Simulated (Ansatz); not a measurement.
The starting structures come from a database of crystals and need not be the phases stable at ambient conditions.

Input:

```
Ga2ZnS4
1.0
    5.30900     0.00000     0.00000
    0.00000    10.41547     0.00000
    2.65450     5.20773     2.65450
Zn Ga S
1 2 4
Cartesian
  2.65450   2.60387   0.00000
  0.00000   0.00000   0.00000
  2.65450   7.81160   0.00000
  3.93339   9.16666   1.33028
  6.63928  11.66428   1.37561
  4.03011   3.95892   1.32422
  1.32422   6.45655   1.27889
```

Space group of this cell: I-4. The cell is taken as given; by PBEsol its mean pressure is -0.8 GPa.

Transport runs along the normal of the first two printed cell vectors, the (100) plane of the conventional cell.

The gap is the functional's own. No spin-orbit coupling. Mid-gap values are interpolated on the energy grid.

Q: State the band gap and the smallest decay constant κ at mid-gap according to PBEsol run with Ansatz (a quantum-chemistry and plane-wave program).

A: Gap 2.28 eV on a 12×12×12 mesh; κ = 0.175 1/Å, at the zone centre.
